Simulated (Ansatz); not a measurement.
## Carrier properties of ZnS (F-43m)

```yaml
crystal:
  lattice:
    - [0.00000, 2.67815, 2.67815]
    - [2.67815, 0.00000, 2.67815]
    - [2.67815, 2.67815, 0.00000]
  atoms:
    - { symbol: Zn, position: [0.00000, 0.00000, 0.00000] }
    - { symbol: S, position: [0.25000, 0.25000, 0.25000] }
```

The numbers are results of r2SCAN, rigid bands (plane waves, PAW, scalar-relativistic; Ansatz, a program for electronic structure), not measurements. Condition of this run: functional r2SCAN on the same cell. Geometry: cell and atoms relaxed with PBEsol.

The band gap comes out as 2.79 eV. The electron conductivity mass (300 K, dilute) comes out as 0.21 mₑ, the hole conductivity mass (300 K, dilute) is 0.75 mₑ and the effective density of states N_c (300 K) is 2.3e18 cm⁻³. The effective density of states N_v (300 K) is 8.2e19 cm⁻³. The density-of-states mass, electrons is 0.21 mₑ, the density-of-states mass, holes is 2.2 mₑ and the Seebeck coefficient, n-type 1e19 cm⁻³, 300 K is -117 μV/K. The Seebeck coefficient, p-type 1e19 cm⁻³, 300 K is 395 μV/K and the best p-type power factor at 300 K for τ = 10 fs (best axis; densities from 1e16 to 1e21 cm⁻³ tried, whether or not they can be reached) is 17.6 μW/(cm·K²) at 3e20 cm⁻³.

Rigid bands; masses and Seebeck coefficients take one relaxation time τ for all states and one kind of carrier; polarons and phonon drag are left out. Spin-orbit coupling is left out; where it splits the top of the valence band, N_v and the p-type Seebeck coefficient come out somewhat high without it. Geometry: cell and atoms relaxed with PBEsol.
